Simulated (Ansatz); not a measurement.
The reference is Mg₂Si (space group Fm-3m, No. 225; a = 6.325 Å). Axes: x, y, z lie along the cube axes.

Calculations: plane-wave PAW DFT at the PBEsol level (Ansatz, an electronic-structure program, 420 eV), scalar-relativistic without spin-orbit coupling, earlier PAW set.

Strains are applied to the cell and any free atomic positions relax; under biaxial strain the out-of-plane vector relaxes too; under stress the whole cell relaxes.

One change was made to it. Results:

| quantity | base | after |
|---|---|---|
| energy relative to the base (free energy F) | 0 meV/atom | +27 meV/atom |
| band gap | 0.12 eV | zero |
| volume per atom | 21.09 Å³ | 19.89 Å³ |

Question: Which of these changes matches the shifts?
A) uniaxial stress, 2 GPa tension along x
B) biaxial strain −3.77 %, plane normal [111], relaxed out of plane
C) biaxial strain −0.73 %, plane normal [111], relaxed out of plane
D) biaxial strain −0.74 %, plane normal [111], relaxed out of plane
E) isotropic strain +5.53 %

Answer: B, biaxial strain −3.77 %, plane normal [111], relaxed out of plane. For comparison, the band gap in the other runs: biaxial strain −0.73 %, plane normal [111], relaxed out of plane gives 0.08 eV; uniaxial stress, 2 GPa tension along x gives 0.07 eV; isotropic strain +5.53 % gives 0.19 eV; biaxial strain −0.74 %, plane normal [111], relaxed out of plane gives 0.08 eV.

Stability under load was not tested beyond the relaxation. The final runs are not spin-polarised. The zero or small gap of Mg2Si can change with the level of theory.
